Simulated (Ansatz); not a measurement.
The parent structure is Rh in the fcc (Cu type) structure (space group Fm-3m, No. 225; a = 3.8015 Å; relaxed with 0.1 eV smearing). Axes: x, y, z lie along the cube axes.

Structures relaxed with Kohn–Sham DFT with the r2SCAN functional, run in Ansatz (a program for electronic structure) with PAW and 500 eV plane waves, no SOC.

Base:

Simulated powder pattern, Cu Kα, λ = 1.54184 Å (kinematic, ideal powder, no thermal factors, no anomalous dispersion; the 14 strongest lines at most, above 2 %, up to 2θ = 90°):

| 2θ (°) | I/Imax (%) | hkl |
|---|---|---|
| 41.13 | 100 | (111) |
| 47.86 | 48 | (200) |
| 70.00 | 29 | (220) |
| 84.53 | 35 | (311) |
| 89.25 | 11 | (222) |

After one change:

Simulated powder pattern, Cu Kα, λ = 1.54184 Å (kinematic, ideal powder, no thermal factors, no anomalous dispersion; the 14 strongest lines at most, above 2 %, up to 2θ = 90°):

| 2θ (°) | I/Imax (%) |
|---|---|
| 41.05 | 100 |
| 47.60 | 32 |
| 48.08 | 16 |
| 69.60 | 9.8 |
| 69.98 | 19 |
| 84.11 | 24 |
| 84.82 | 12 |
| 89.05 | 11 |

Question: Name the change that was made.
A. biaxial strain +3.00 %, plane normal [001], relaxed out of plane
B. biaxial strain +0.50 %, plane normal [001], relaxed out of plane
C. biaxial strain +2.00 %, plane normal [001], relaxed out of plane
D. biaxial strain +1.00 %, plane normal [001], relaxed out of plane

Answer: B, biaxial strain +0.50 %, plane normal [001], relaxed out of plane. Its volume per atom is 13.81 Å³ against 13.73 Å³, and its space group is I4/mmm (No. 139).

Whether these cells are dynamically stable was not tested. The final runs are not spin-polarised. Rh lies near a magnetic instability that expansion can trigger; it was not tested.
